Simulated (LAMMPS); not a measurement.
MD of Si (diamond structure) at zero pressure, 1728 atoms, as a liquid; each row is its own run.

Level of theory: classical MD, pair style edip, file Si.edip (LAMMPS).

| T (K) | volume (Å³/atom) |
|---|---|
| 1180 | 20.096 |
| 1350 | 20.017 |
| 1520 | 20.184 |
| 1690 | 20.434 |
| 1860 | 20.637 |
| 2110 | 21.026 |
| 2360 | 21.389 |
| 2700 | 21.868 |

Q: Fit a straight line, y = a + b x, to these rows (x is the first column, y the second) and predict the run at x = 2190.

A: Least squares gives a = 18.366 and b = 0.001268. At x = 2190 the fit predicts 21.142 Å³/atom. The run itself gave 21.15 ± 0.01 Å³/atom, so the fit is 0.047 % low.

Caution (row 1180): enthalpy drifts during the constant-pressure average: a transition or slow ageing; fluctuation values are void.

Caution (rows 1180; 1350; 1520): this liquid lies under the melting point of about 1580 K that Si.edip gives, so it is undercooled.
